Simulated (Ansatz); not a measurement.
## HfS2: pressure series

The reference is HfS2 in the CdI2 type structure (space group P-3m1, No. 164; layered, stacked along the Cartesian z axis).

```xyz
3
Lattice="3.6057 0.0000 0.0000 -1.8028 3.1226 0.0000 0.0000 0.0000 5.7676" Properties=species:S:1:pos:R:3 pbc="T T T"
Hf     0.0000     0.0000     0.0000
S      0.0000     2.0817     1.4564
S      1.8028     1.0409     4.3112
```

Cell and atoms are relaxed at each pressure.

Computed with PBE-D3(BJ), PAW, 420 eV (Ansatz, a first-principles code; no spin-orbit coupling).

Notes on the quantities. enthalpy: H = E + PV relative to the base's energy.

```json
[
 {"case": "base", "enthalpy": "–", "band gap": "0.85 eV", "density": "6.20 g/cm³"},
 {"case": "pressure −1 GPa", "enthalpy": "-0.14 eV/atom", "band gap": "1.03 eV", "density": "5.97 g/cm³"},
 {"case": "pressure 0.3 GPa", "enthalpy": "+0.04 eV/atom", "band gap": "0.80 eV", "density": "6.26 g/cm³"},
 {"case": "pressure 0.7 GPa", "enthalpy": "+0.09 eV/atom", "band gap": "0.74 eV", "density": "6.33 g/cm³"},
 {"case": "pressure 1.5 GPa", "enthalpy": "+0.20 eV/atom", "band gap": "0.64 eV", "density": "6.45 g/cm³"},
 {"case": "pressure 3 GPa", "enthalpy": "+0.39 eV/atom", "band gap": "0.49 eV", "density": "6.64 g/cm³"},
 {"case": "pressure 5 GPa", "enthalpy": "+0.64 eV/atom", "band gap": "0.31 eV", "density": "6.85 g/cm³"},
 {"case": "pressure 7.5 GPa", "enthalpy": "+0.94 eV/atom", "band gap": "0.12 eV", "density": "7.09 g/cm³"},
 {"case": "pressure 10 GPa", "enthalpy": "+1.23 eV/atom", "band gap": "zero", "density": "7.29 g/cm³"}
]
```

The mesh was chosen for an insulator and is coarse for the gapless case. Spin-orbit coupling, missing from the scalar runs, can matter with Hf. Load acts through the strain it causes; cell and atoms are relaxed under it. No phonon test of stability was made. No other phases were tried under pressure. All final runs are without spin polarisation. A zero or small gap of HfS2 under pressure 7.5 GPa and HfS2 under pressure 10 GPa can be the functional's error rather than a property of the material.
